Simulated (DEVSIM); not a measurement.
System: abrupt Ge p-n junction, at 400 K.

Layer 1 from the left is Ge, thickness (μm) 0.240, Na (cm⁻³) 1.3e17, τn (s) 0.0003, τp (s) 0.0003. Layer 2 from the left is Ge, thickness (μm) 100, Nd (cm⁻³) 1.9e17, τn (s) 0.0003, τp (s) 0.0003.

Left contact: ohmic. Right contact: ohmic. Voltage is applied to the left contact. Recombination: SRH at mid-gap, Auger. Mobility is constant in doping.

Constants are typed, rounded textbook-type inputs, not results; the design itself was drawn at random and stands for no fabricated device. Values at 300 K; Nc and Nv go as T^1.5, mobilities as T to minus their exponent, the gap by Varshni's rule with the affinity fixed.

Ge: gap (eV) 0.664, affinity (eV) 4, permittivity 16, Nc (cm⁻³) 1.04e19, Nv (cm⁻³) 6e18, μn (cm²/Vs) 3900, μp (cm²/Vs) 1900, T exponent of μn 1.66, T exponent of μp 2.33, Cn (cm⁶/s) 1e-31, Cp (cm⁶/s) 1e-31, Varshni α (eV/K) 0.000477, Varshni β (K) 235.

Estimate by hand the built-in potential, the peak field at zero bias, and compare with a numerical solution.


- Built-in potential: ni = √(Nc Nv) exp(−Eg/2kT) = 1.42e15 cm⁻³ with Eg = 0.624 eV; Vbi = kT/q ln(Na Nd/ni²) = 0.324 V; numerical 0.324 V.
- Peak field at zero bias: depletion approximation: W = √(2εVbi/(qN)) = 0.0862 μm with N = 7.72e16 cm⁻³; field = 2Vbi/W = 75200 V/cm; numerical 67000 V/cm (estimate above by 12 %).

Model (solved in DEVSIM): 1D drift-diffusion, Boltzmann statistics, complete ionisation; no tunnelling, impact ionisation, image-force lowering or self-heating.
